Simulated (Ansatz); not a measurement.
Quick settings and what they miss: NbMoO4 (Cmmm, 6 atoms in the cell)

Self-consistent single point.

```xyz
6
Lattice="3.2966 -3.3392 0.0000 3.2966 3.3392 0.0000 0.0000 0.0000 3.0989" Properties=species:S:1:pos:R:3 pbc="T T T"
Nb     3.2966     0.0000     1.5494
Mo     0.0000     0.0000     0.0000
O      1.3082     0.0000     1.5494
O      5.2851     0.0000     1.5494
O      3.2966    -1.3199     0.0000
O      3.2966     1.3199     0.0000
```
Moments meant for the start (each program seeds them in its own way; μB, in the order of the atoms Nb Mo O O O O): 1.0 2.0 0.0 0.0 0.0 0.0.

Level of theory: LDA (PW92), PAW files made with PBE (plane waves; Ansatz, a program for electronic structure).

Base settings: basis.ecutwfc = 420 eV; kpoints.mp_grid.grid = 6 6 9; hamiltonian.xc = lda; hamiltonian.pseudopotentials = {kind: paw} (the program's default PAW files); magnetization.spin_polarized = true; scf.occupations.method = methfessel_paxton; scf.occupations.width = 0.2 eV.

Tight run (finer mesh or higher cutoff; not a proven limit): basis.ecutwfc: 420 eV → 590 eV; kpoints.mp_grid.grid: 6 6 9 → 9 9 13; scf.convergence.dr2_threshold: default (1e-07 eV) → 1e-09 eV. It gave Fermi level (on the code's own zero) 13.05 eV; pressure -5.67 GPa; largest force (vector length) 0.266 eV/Å; size of the cell's spin moment 0.66 μB.

Quick runs, as changes from the base:
- A: the base itself
- B: basis.ecutwfc: 420 eV → 210 eV; kpoints.mp_grid.grid: 6 6 9 → 4 4 4
- C: basis.ecutwfc: 420 eV → 295 eV; kpoints.mp_grid.grid: 6 6 9 → 8 8 8; scf.convergence.dr2_threshold: default (1e-07 eV) → 0.0001 eV
- D: kpoints.mp_grid.grid: 6 6 9 → 4 4 4
- E: basis.ecutwfc: 420 eV → 335 eV; kpoints.mp_grid.grid: 6 6 9 → 6 6 6

Dashes: time of B, D, E, under 30 s.

The count of work is k-points × plane waves × bands × iterations; it is no time. Core times come from one kind of shared machine and are given to one figure; runs under 30 s give none.

Pressures in the table are Ansatz's without its Pulay estimate, at a fixed set of plane waves; the tight run's value above holds the estimate.

The starting cell comes from a database of computed structures (which also holds hypothetical and non-ambient phases and stackings), without a prior relaxation at this level. Its lattice was rescaled by a random factor within 2.5 % of one. The moments shrank to a small part of their start, a low-spin state that need not be the lowest. In the base run, with a pressure of about -6 GPa the cell is away from its equilibrium volume at this level.

```
run  energy less tight (meV/atom)  pressure less tight (GPa)  largest miss in a force vector (eV/Å)  size of the net moment less tight (μB/atom)  count of work / tight  core time / tight (rough)
---  ----------------------------  -------------------------  -------------------------------------  -------------------------------------------  ---------------------  -------------------------
A                             3.2                      -0.66                                  0.013                                        -0.02                   0.24                        0.3
B                          3304.9                    -178.11                                  0.325                                         0.05                  0.015                          –
C                           310.9                     -27.27                                  0.041                                         0.01                   0.16                        0.2
D                             1.6                      -0.32                                  0.083                                         0.05                  0.045                          –
E                            88.7                      -9.25                                  0.060                                         0.04                  0.082                          –
```

Among the runs at the tight run's level, the energy misses run from 1.6 to 3304.9 meV/atom.

Left out of this page: 1 run of the series outside the window shown, repeating another row's setting, or not comparable.

Keys are those of Ansatz 0.2.
